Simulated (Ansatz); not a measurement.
# Ag2S: pressure series

Start from Ag2S in the anti-fluorite structure (space group Fm-3m, No. 225; a = 6.090 Å; a model cell, its experimental status unchecked).

Cell and atoms are relaxed at each pressure.

All numbers come from plane-wave PAW DFT at the PBEsol level (Ansatz, a first-principles code, 420 eV), no SOC, earlier PAW set.

```tsv
pressure (GPa)	volume per atom (Å³/atom)
-2	19.325
0	18.824
1.8	18.441
4.2	17.989
9	?
18	16.224
30	15.250
45	14.365
60	13.692
```

### Question
Fit the third-order Birch–Murnaghan form P(V) = (3B₀/2)[(V₀/V)^(7/3) − (V₀/V)^(5/3)]·[1 + (3/4)(B₀′ − 4)((V₀/V)^(2/3) − 1)] (squares taken in P) to the rows shown and predict the withheld row.

### Answer
Least squares on the printed values gives V₀ = 18.826 Å³/atom, B₀ = 82.4 GPa, B₀′ = 5.2; this predicts 17.255 Å³/atom, and the run gives 17.252 Å³/atom, 0.003 lower.

Load acts through the strain it causes; cell and atoms are relaxed under it. Whether these cells are dynamically stable was not tested. No other phases were tried under pressure. All final runs are without spin polarisation. This is not the structure that Ag2S has at room temperature and ambient pressure.
